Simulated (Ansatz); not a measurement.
composition SiGe, cell Si32Ge32, brought to this temperature after a much hotter stage, at a temperature that wasn't checked against the liquidus, so perhaps supercooled [in the run: it was liquid; mean temperature 1596 K (target 1620 K); density 3.86 g/cm³; one k-point, which a denser mesh shifts by 0.1 GPa in pressure and 0.09 eV/Å in forces]. The atoms began on random sites, so units and networks may differ from a laboratory melt's. Bonds are counted up to Ge-Ge 3.94 Å, Ge-Si 3.46 Å, Si-Si 3.30 Å.

Task: What distribution of Si-Si-Si angles does PBE (Ansatz, a program for electronic structure) give?

Result: mean 97°, standard deviation 33°.
```csv
angle (°),p (1/°)
1.5,0.0000
4.5,0.0000
7.5,0.0000
10.5,0.0000
13.5,0.0000
16.5,0.0000
19.5,0.0000
22.5,0.0000
25.5,0.0000
28.5,0.0000
31.5,0.0000
34.5,0.0000
37.5,0.0000
40.5,0.0006
43.5,0.0030
46.5,0.0075
49.5,0.0109
52.5,0.0121
55.5,0.0123
58.5,0.0115
61.5,0.0103
64.5,0.0092
67.5,0.0089
70.5,0.0084
73.5,0.0077
76.5,0.0088
79.5,0.0093
82.5,0.0086
85.5,0.0098
88.5,0.0098
91.5,0.0104
94.5,0.0103
97.5,0.0105
100.5,0.0106
103.5,0.0098
106.5,0.0100
109.5,0.0093
112.5,0.0088
115.5,0.0087
118.5,0.0083
121.5,0.0082
124.5,0.0075
127.5,0.0069
130.5,0.0068
133.5,0.0066
136.5,0.0064
139.5,0.0059
142.5,0.0060
145.5,0.0052
148.5,0.0049
151.5,0.0046
154.5,0.0036
157.5,0.0036
160.5,0.0032
163.5,0.0027
166.5,0.0021
169.5,0.0014
172.5,0.0013
175.5,0.0008
178.5,0.0003
```
